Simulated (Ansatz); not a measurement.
Response to strain in InAgTe2

Base system: InAgTe₂ in the chalcopyrite structure (space group I-42d, No. 122; a = 6.569 Å, c = 12.999 Å). Axes: x, y, z lie along a, b, c of the conventional cell.

Strains are applied to the cell and any free atomic positions relax.

Method: PBE (Ansatz, a program for electronic structure), without spin-orbit coupling.

Notes on the quantities. band gap: uncertain: the Fermi level lies in a band; the base alone; pressure: mean of the normal stresses, compression positive; energy relative to the base: free energy F.

| case | band gap | pressure | energy relative to the base | volume per atom |
|---|---|---|---|---|
| base | 0.05 eV | 0.01 GPa | 0 meV/atom | 35.06 Å³ |
| uniaxial strain ε_zz = −3.00 % | 0.09 eV | 1.20 GPa | +4.9 meV/atom | 34.00 Å³ |
| uniaxial strain ε_zz = −2.25 % | 0.08 eV | 0.88 GPa | +2.7 meV/atom | 34.27 Å³ |
| uniaxial strain ε_zz = −1.50 % | 0.07 eV | 0.58 GPa | +1.2 meV/atom | 34.53 Å³ |

Spin-orbit coupling, missing from the scalar runs, can matter with Te. Whether these cells are dynamically stable was not tested. A zero or small gap of InAgTe2 can be the functional's error rather than a property of the material.
